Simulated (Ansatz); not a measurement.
The parent structure is MgTe in the zinc blende structure (space group F-43m, No. 216; a = 6.5094 Å).

Level of theory: Ansatz (an electronic-structure program) PBE, without spin-orbit coupling.

Strains are applied to the cell and any free atomic positions relax.

One change was made to it. Results:

| quantity | base | after |
|---|---|---|
| hole mass (degenerate bands, along [100]) | 0.20, 0.92, 0.92 mₑ (at Γ) | 0.20, 0.93, 0.93 mₑ (at Γ) |
| band gap | 2.33 eV | 2.26 eV |
| pressure | -0.1 kbar | -5.0 kbar |

### Question
What was done to the base?
A) isotropic strain +0.50 %
B) isotropic strain +1.00 %
C) isotropic strain −3.00 %

### Answer
A, isotropic strain +0.50 %. For comparison, the band gap in the other runs: isotropic strain +1.00 % gives 2.20 eV; isotropic strain −3.00 % gives 2.74 eV.

Spin-orbit coupling, missing from the scalar runs, can matter with Te. Masses are band curvatures over ±0.01 Å⁻¹ around the edge. Whether these cells are dynamically stable was not tested.
